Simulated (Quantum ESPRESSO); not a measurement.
Several settings converged on PbBrF (P4mm, 6 atoms in the cell)

```xyz
6
Lattice="4.1976 0.0000 0.0000 0.0000 4.1976 0.0000 0.0000 0.0000 7.6853" Properties=species:S:1:pos:R:3 pbc="T T T"
Pb     0.0000     2.0988     6.2705
Pb     2.0988     0.0000     1.4648
Br     2.0988     0.0000     5.0164
Br     0.0000     2.0988     2.6689
F      2.0988     2.0988     0.0000
F      0.0000     0.0000     0.0000
```

Base method: PBEsol, GBRV 1.5 ultrasoft (PBESOL) pseudopotentials (plane waves; Quantum ESPRESSO).

Base settings: ecutwfc = 40 Ry; ecutrho = 200 Ry; occupations = smearing; smearing = fd; degauss = 0.0036749 Ry; potentials = {Pb: pb_pbesol_v1.uspp.F.UPF, Br: br_pbesol_v1.4.uspp.F.UPF, F: f_pbesol_v1.4.uspp.F.UPF}; K_POINTS = automatic 3 3 2 0 0 0; conv_thr = 1e-10 Ry; mixing_beta = 0.7.

The count of work is k-points × plane waves × bands × iterations; it is no time. 

**The k-point mesh**

The second cell is the first with its lattice scaled by 0.98.

Only quantities that move along the ladder and can be compared are tabulated.

```csv
K_POINTS,free energy less the last step's (meV/atom),energy of the compressed cell less the first (meV/atom),pressure (GPa),largest difference of a force vector from the last step's (eV/Å),gap on the mesh (eV),count of work / last
automatic 2 2 1 0 0 0,10.27,3.49,-1.43,0.205,3.573,0.020
automatic 3 3 2 0 0 0,2.66,0.23,-1.77,0.032,2.376,0.019
automatic 4 4 3 0 0 0,0.01,0.04,-1.79,0.006,2.675,0.059
automatic 6 6 3 0 0 0,0.00,0.13,-1.78,0.001,2.675,0.084
automatic 7 7 4 0 0 0,0.01,0.13,-1.78,0.000,2.387,0.15
automatic 8 8 5 0 0 0,0.00,0.13,-1.78,0.000,2.496,0.25
automatic 10 10 6 0 0 0,0.00,0.14,-1.78,0.001,2.387,0.37
automatic 15 15 9 0 0 0,0.00,0.14,-1.78,0.000,2.421,1.0
```

Coarsest K_POINTS that holds the free energy within 5 meV/atom of the last step, with all finer ones: automatic 3 3 2 0 0 0, at 0.019 of the last step's count of work; the step before is off by 10 meV/atom.

Coarsest K_POINTS that holds the energy of the compressed cell less the first within 0.2 meV/atom of the last step, with all finer ones: automatic 3 3 2 0 0 0, at 0.019 of the last step's count of work; the step before is off by 3.4 meV/atom.

The energy difference between the two cells stays within 1 meV/atom of the last step's from automatic 3 3 2 0 0 0 on, the total only from automatic 4 4 3 0 0 0 on: much of the error is common to both cells and cancels.

The gap on the mesh jumps up and down from mesh to mesh; it is no smooth measure of convergence.

**The width of Fermi-Dirac smearing**

The mesh stays at the base's, so the ladder's end is converged at best in this setting alone.

Only quantities that move along the ladder and can be compared are tabulated; the gap is left out on so coarse a mesh.

| degauss | free energy less the last step's (meV/atom) | pressure (GPa) | largest difference of a force vector from the last step's (eV/Å) |
|---|---|---|---|
| 0.073499 Ry | -246.65 | 1.17 | 0.224 |
| 0.036749 Ry | -14.50 | -1.55 | 0.057 |
| 0.0147 Ry | -0.05 | -1.77 | 0.001 |
| 0.0073499 Ry | 0.00 | -1.77 | 0.000 |
| 0.00147 Ry | 0.00 | -1.77 | 0.000 |

Widest degauss that holds the forces within 0.01 eV/Å of the last step, with all finer ones: 0.0147 Ry; the step before is off by 0.057 eV/Å.

Widest degauss that holds the pressure within 0.5 GPa of the last step, with all finer ones: 0.036749 Ry; the step before is off by 2.9 GPa.

Widest degauss that holds the free energy within 5 meV/atom of the last step, with all finer ones: 0.0147 Ry; the step before is off by 15 meV/atom.

On the base run: the starting cell comes from a database of computed structures (which also holds hypothetical and non-ambient phases and stackings), without a prior relaxation at this level. Its lattice was rescaled by up to half a per cent. One atom was moved a little off its site on purpose. Spin-orbit coupling is off.
